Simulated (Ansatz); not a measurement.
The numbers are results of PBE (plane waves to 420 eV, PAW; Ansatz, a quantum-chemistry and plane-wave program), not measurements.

Planar average of the electrostatic potential across the slab, in eV from the Fermi level, for the (110) surface of bcc Ta in its 1x1 cell, outermost plane spacing 2.35 Å in the ideal cut:

| z (Å) | V (eV) |
|---|---|
| 3.76 | 4.73 |
| 4.04 | 4.72 |
| 4.33 | 4.72 |
| 4.62 | 4.71 |
| 4.91 | 4.69 |
| 5.20 | 4.65 |
| 5.49 | 4.57 |
| 5.78 | 4.42 |
| 6.07 | 4.13 |
| 6.36 | 3.57 |
| 6.64 | 2.52 |
| 6.93 | 0.56 |
| 7.22 | -3.25 |
| 7.51 | -9.19 |
| 7.80 | -15.85 |
| 8.09 | -19.56 |
| 8.38 | -17.25 |
| 8.67 | -10.84 |
| 8.96 | -4.83 |
| 9.24 | -2.12 |
| 9.53 | -4.41 |
| 9.82 | -10.19 |
| 10.11 | -16.72 |
| 10.40 | -19.41 |
| 10.69 | -15.93 |
| 10.98 | -9.18 |
| 11.27 | -3.50 |
| 11.56 | -1.25 |
| 11.84 | -3.56 |
| 12.13 | -9.26 |
| 12.42 | -15.96 |
| 12.71 | -19.33 |
| 13.00 | -16.57 |
| 13.29 | -10.00 |
| 13.58 | -4.05 |
| 13.87 | -1.27 |
| 14.16 | -3.01 |
| 14.44 | -8.40 |
| 14.73 | -15.19 |
| 15.02 | -19.26 |
| 15.31 | -17.26 |
| 15.60 | -10.90 |
| 15.89 | -4.69 |
| 16.18 | -1.38 |
| 16.47 | -2.54 |
| 16.76 | -7.55 |
| 17.04 | -14.33 |
| 17.33 | -19.04 |
| 17.62 | -17.87 |
| 17.91 | -11.82 |
| 18.20 | -5.38 |
| 18.49 | -1.57 |
| 18.78 | -2.13 |
| 19.07 | -6.76 |
| 19.36 | -13.46 |
| 19.64 | -18.69 |
| 19.93 | -18.35 |
| 20.22 | -12.71 |
| 20.51 | -6.11 |
| 20.80 | -1.85 |
| 21.09 | -1.82 |
| 21.38 | -6.04 |
| 21.67 | -12.65 |
| 21.96 | -18.37 |
| 22.24 | -18.81 |
| 22.53 | -13.62 |
| 22.82 | -7.00 |
| 23.11 | -2.68 |
| 23.40 | -2.92 |
| 23.69 | -7.56 |
| 23.98 | -14.26 |
| 24.27 | -19.16 |
| 24.56 | -18.36 |
| 24.84 | -12.59 |
| 25.13 | -6.02 |
| 25.42 | -1.03 |
| 25.71 | 1.69 |
| 26.00 | 3.13 |
| 26.29 | 3.90 |
| 26.58 | 4.30 |
| 26.87 | 4.51 |
| 27.16 | 4.62 |
| 27.44 | 4.67 |
| 27.73 | 4.70 |
| 28.02 | 4.71 |
| 28.31 | 4.72 |
| 28.60 | 4.73 |

Slab: 8 atoms, 16.4 Å thick at the start; k 14x14x1, smearing 0.1 eV, dipole-corrected; all atoms relaxed; symmetry of the start imposed; no spin, no spin-orbit, no U.

The vacuum level lies 4.73 eV above the Fermi level over the top face and 4.73 eV above it under the bottom face.
